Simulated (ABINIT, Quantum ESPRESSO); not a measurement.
An ABINIT input for a self-consistent single point of RbSr₃ (I4/mmm, 4 atoms in the cell) (DFT, PBEsol, plane waves, norm-conserving pseudopotentials (PseudoDojo nc-sr-04 PBEsol standard)):

```
# RbSr3, PseudoDojo nc-sr-04 PBEsol standard
pp_dirpath "./"
pseudos "Rb.upf, Sr.upf"
acell 3*1.0
rprim
        -5.7236724061    5.7236724061   11.8079253438
         5.7236724061   -5.7236724061   11.8079253438
         5.7236724061    5.7236724061  -11.8079253438
natom 4
ntypat 2
znucl 37 38
typat 1 2 2 2
xcart
         0.0000000000    0.0000000000    0.0000000000
         0.0000000000    5.7236724061    5.9039626719
         5.7236724061    0.0000000000    5.9039626719
        -0.0000000000    0.0000000000   11.8079253438
ecut 925 eV
ixc -116133
occopt 3
tsmear 0.00367493
nband 27
kptopt 1
ngkpt 5 5 5
nshiftk 1
shiftk 0 0 0
nstep 80
toldfe 1.0e-09
prtwf 0
prtden 0
enunit 2
```

Question: Translate this input to Quantum ESPRESSO.

Answer: This is the input that was run; spellings and numerical settings could be chosen otherwise.

```fortran
&CONTROL
   calculation = 'scf',
   prefix = 'scf',
   outdir = './tmp/',
   pseudo_dir = './',
   tprnfor = .true.,
   tstress = .true.,
/
&SYSTEM
   ibrav = 7,
   celldm(1) = 11.44734481,
   celldm(3) = 2.0629981079,
   nat = 4,
   ntyp = 2,
   ecutwfc = 70,
   occupations = 'smearing',
   smearing = 'fd',
   degauss = 0.0073499,
/
&ELECTRONS
   conv_thr = 1.0d-8,
/
ATOMIC_SPECIES
Rb    85.4678  Rb.upf
Sr    87.6200  Sr.upf
ATOMIC_POSITIONS {crystal}
Rb    0.00000000    0.00000000    0.00000000
Sr   -0.50000000    0.25000000    0.75000000
Sr   -0.50000000    0.75000000    0.25000000
Sr    0.00000000    0.50000000    0.50000000
K_POINTS {automatic}
5 5 5  0 0 0
```

Basis, cutoffs, solver keys and any potentials are the target program's own. This input uses DFT, PBEsol, plane waves, PseudoDojo standard norm-conserving (PBESOL) pseudopotentials. Both were run: pressure 0.04 GPa in ABINIT and 0.04 in Quantum ESPRESSO.

On ABINIT: the starting cell comes from a database of computed structures (which also holds hypothetical and non-ambient phases and stackings), without a prior relaxation at this level. For this run, on top of that: lattice scaled by 0.98.

On Quantum ESPRESSO: the starting cell comes from a database of computed structures (which also holds hypothetical and non-ambient phases and stackings), without a prior relaxation at this level. For this run, on top of that: lattice scaled by 0.98.
